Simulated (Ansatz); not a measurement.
The parent structure is BAs in the zinc blende structure (space group F-43m, No. 216).

```
CELL_PARAMETERS angstrom
      0.00000     2.39193     2.39193
      2.39193     0.00000     2.39193
      2.39193     2.39193     0.00000
ATOMIC_POSITIONS crystal
  B  0.00000 0.00000 0.00000
  As 0.25000 0.25000 0.25000
```

Method: r2SCAN (Ansatz, a quantum-chemistry and plane-wave program, PAW, scalar-relativistic without spin-orbit coupling).

Before the change:

The width of the top valence band is 5.41 eV and the pressure is 0.00 GPa.

The change: the cell is scaled by 0.9900 in all directions; the atoms relax in the strained cell.

Task: What happens to the width of the top valence band?

Result: The width of the top valence band grows by 0.19 eV, from 5.41 eV to 5.60 eV.

Task: Predict the new energy relative to the base.

Result: The energy rises by 5.6 meV/atom.

Task: Estimate the effect on the pressure.

Result: The pressure goes from zero to 4.52 GPa.

The levels and masses belong to the bands next to the band gap. Stability against distortions was not tested.
